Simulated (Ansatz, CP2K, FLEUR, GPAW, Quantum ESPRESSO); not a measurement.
Code comparison for YbC₂ (I4/mmm, 3 atoms in the cell)

Self-consistent single point.

```xyz
3
Lattice="-1.9079 1.9079 3.2138 1.9079 -1.9079 3.2138 1.9079 1.9079 -3.2138" Properties=species:S:1:pos:R:3 pbc="T T T"
Yb     0.0000     0.0000     0.0000
C      0.0000     0.0000     3.8442
C      0.0000     0.0000     2.5834
```

All programs got the same cell, k-point mesh and kind of occupations (in Ansatz's words: kpoints.mp_grid.grid = 8 8 8; scf.occupations.method = fermi_dirac; scf.occupations.width = 0.01 eV); potentials, basis and cutoffs are each program's usual ones.

```csv
code,model,pressure (GPa),largest force (eV/Å),k-points,cutoff
CP2K,"LDA (Pade form), GPW, DZVP-MOLOPT-SR-GTH basis, GTH-PADE potentials (GTH_POTENTIALS)",-11.84,1.184,260,grid 800 Ry
GPAW,"LDA (Perdew-Wang 92), GPAW PAW datasets LDA (gpaw-data 1.0.1)",–,1.089,59,950 eV
FLEUR,"LDA (Perdew-Zunger), all-electron FLAPW (FLEUR), scalar-relativistic valence",–,1.234,59,Kmax 4.7 1/bohr
Quantum ESPRESSO,"LDA (PZ), SSSP 1.1.2 efficiency (PBE) pseudopotentials",-11.05,1.411,59,50 Ry
Ansatz,"LDA (PW92), PAW files made with PBE",-10.81,1.072,59,default
```

A dash marks a value that a program does not give, or that is left out as unsure.

The spread over the programs that give each value: pressure within 1.03 GPa; largest force within 0.339 eV/Å.

The starting cell comes from a database of computed structures (which also holds hypothetical and non-ambient phases and stackings), without a prior relaxation at this level. On Ansatz's run: Spin-orbit coupling is off. Spin polarisation is off. In the base run, with a pressure of about -11 GPa the cell is away from its equilibrium volume at this level. In the base run, forces exceed 1 eV/Å.

Why do the programs differ, and what cannot be compared?

Differences of this kind can come from the potentials, where these differ, and from what each basis and cutoff leave unconverged. The zero of total energies and Fermi levels follows the potentials and each program's conventions, so they are not compared here. CP2K uses small atom-centred bases, whose incompleteness enters pressures, forces and empty levels differently from a plane-wave cutoff. FLEUR treats all electrons, but the usual bases taken here (sphere radii, linearisation, local orbitals, empty states) were not tested for convergence, so the values are no reference for the others. Ansatz's pressure is given at a fixed set of plane waves, as the other plane-wave codes print theirs; with its correction for the finite basis it is -10.57 GPa (the shift of 0.24 GPa shows how far the cutoff is from converged). The pressure of GPAW is left out: its cutoff lies under the one at which its stress was checked. The same LDA comes in different parametrisations, which differ slightly. The programs reduce the same mesh by symmetry to different extents, which changes the work and not the result. In the force vectors, CP2K (by 0.095), FLEUR (by 0.145) and Quantum ESPRESSO (by 0.322) lie more than 0.08 eV/Å from the median of the plane-wave programs.

Ansatz is a program for electronic structure.

Keys are those of Ansatz 0.2.
